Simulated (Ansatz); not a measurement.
Input and output of a relaxation of cell and atoms for Sr₂H₃I (P-3m1, 6 atoms in the cell) (Ansatz, a quantum-chemistry and plane-wave program).

Method of the run: PBEsol, default PAW files made with PBE (plane waves; Ansatz).

```yaml
crystal:
  lattice:
    - [4.24273, 0.00000, 0.00000]
    - [-2.12136, 3.67431, 0.00000]
    - [0.00000, 0.00000, 7.68275]
  atoms:
    - { symbol: Sr, position: [0.66667, 0.33333, 0.67866] }
    - { symbol: Sr, position: [0.33333, 0.66667, 0.32134] }
    - { symbol: H, position: [0.00000, 0.00000, 0.50000] }
    - { symbol: H, position: [0.66667, 0.33333, 0.35725] }
    - { symbol: H, position: [0.33333, 0.66667, 0.64275] }
    - { symbol: I, position: [0.00000, 0.00000, 0.00000] }
```

Reference input (self-consistent single point, DFT, PBEsol, plane waves, default PAW files made with PBE): kpoints.mp_grid.grid = 6 6 3; hamiltonian.xc = pbesol; hamiltonian.pseudopotentials = {kind: paw} (the program's default PAW files); scf.occupations.method = fermi_dirac; scf.occupations.width = 0.0015 Ry. This run's input differs from it in these lines:

```diff
@@ -19,2 +19,4 @@
   occupations: { method: fermi_dirac, width: 0.0015 Ry }
+relax:
+  cell: {}
 output:
```

Log, with long lists cut:

```
   [... SCF lines of the steps left out ...]
relax step   1: F+E_penalty+E_count = -14468.98910139 eV  Δ(F+E_penalty+E_count) = +0.000e0 eV  max|allowed force component| = 2.349e-2 eV/Å  Δτ_max = 0.0000 Å  P = -1.747 GPa  Ω = 119.767 Å³  (6 SCF iters, dr2 threshold 1.00e-7 eV, accepted)
relax step   2: F+E_penalty+E_count = -14469.01536904 eV  Δ(F+E_penalty+E_count) = -2.627e-2 eV  max|allowed force component| = 2.641e-1 eV/Å  Δτ_max = 0.0172 Å  P = +0.730 GPa  Ω = 111.940 Å³  energy of the carried Pulay correction = +2.522e-3 eV  [...]
   [... lines left out ...]
relax step   5: F+E_penalty+E_count = -14469.02652183 eV  Δ(F+E_penalty+E_count) = -3.667e-4 eV  max|allowed force component| = 8.567e-3 eV/Å  Δτ_max = 0.0033 Å  P = -0.016 GPa  Ω = 113.605 Å³  energy of the carried Pulay correction = +1.971e-3 eV  [...]
relax step   6: F+E_penalty+E_count = -14469.02475219 eV  Δ(F+E_penalty+E_count) = +1.770e-3 eV  max|allowed force component| = 8.469e-3 eV/Å  Δτ_max = 0.0000 Å  P = -0.026 GPa  Ω = 113.605 Å³  stress off target by 3.52e-2 GPa  SCF on the basis [...]
basis re-selected at this cell: Δ(F+E_penalty+E_count) = +1.770e-3 eV, ΔP = -0.011 GPa vs the last step
the relaxation is at rest under the 12 symmetry operations that the run kept from its start: a minimum is not shown …
Stability not checked: this state was not tested for a lower state beside it, because too few of the mixer's solves of this state at the end of the SCF gave a …
Free energy (F): -14469.024752 eV
Internal energy: -14469.024752 eV  (E = F + TS)
   [... lines left out ...]
Fermi energy:    8.715172 eV
  cell:  # Å, volume = 113.6051 Å³
   [... lines left out ...]
    - { symbol: H, position: [-3.851859888774472e-34, -3.166804236673826e-34, 0.5] }
    - { symbol: H, position: [0.6666666666666665, 0.33333333333333326, 0.35631927291027254] }
    - { symbol: H, position: [0.33333333333333326, 0.6666666666666665, 0.6436807270897276] }
    - { symbol: I, position: [-2.042576635056336e-34, -9.391212563929275e-35, 7.526486722318644e-20] }
```

The run converged. 

Summary of the result:
```
Property                                                                                               Result
------------------------------------------------  -----------------------------------------------------------
Free energy E − TS (on the zero of these files)                                                -14469.0248 eV
Top of the valence band (on the code's own zero)                                                      7.71 eV
Gap on the k-point mesh                                                                               2.02 eV
Pressure                                                                                            -0.03 GPa
Largest force (vector length)                                                                      0.008 eV/Å
Final cell                                        a = b = 4.1753 Å, c = 7.5246 Å, α = β = 90.00°, γ = 120.00°
Final volume per atom                                                                                18.93 Å³
Relaxation steps                                                                                            6
```

The starting cell comes from a database of computed structures (which also holds hypothetical and non-ambient phases and stackings), without a prior relaxation at this level. Spin-orbit coupling is off. The relaxation keeps the symmetry of its start, so its end need not be a minimum. Ansatz's pressure includes its estimate of the finite-basis (Pulay) stress.

Cost on one core of a shared machine: roughly 30 s.

Keys are those of Ansatz 0.2.
